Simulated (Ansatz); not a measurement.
## Pressure series in Sn

Consider Sn in the diamond structure (space group Fd-3m, No. 227; a = 6.566 Å).

Cell and atoms are relaxed at each pressure.

Method: r2SCAN (Ansatz, an electronic-structure program; PAW; 500 eV plane waves; no SOC).

Question: Only one of these has a band gap. Which?
A) pressure 15 GPa
B) pressure 0.9 GPa
C) pressure −1 GPa

Answer: A, pressure 15 GPa. Computed: pressure −1 GPa: zero; pressure 15 GPa: 0.47 eV; pressure 0.9 GPa: zero

Load acts through the strain it causes; cell and atoms are relaxed under it. Stability against distortions was not tested. Tetrahedral semiconductors of this kind turn to denser phases somewhere between about 1 and 50 GPa; those were not computed, so compressed cells here can lie past the real transition.
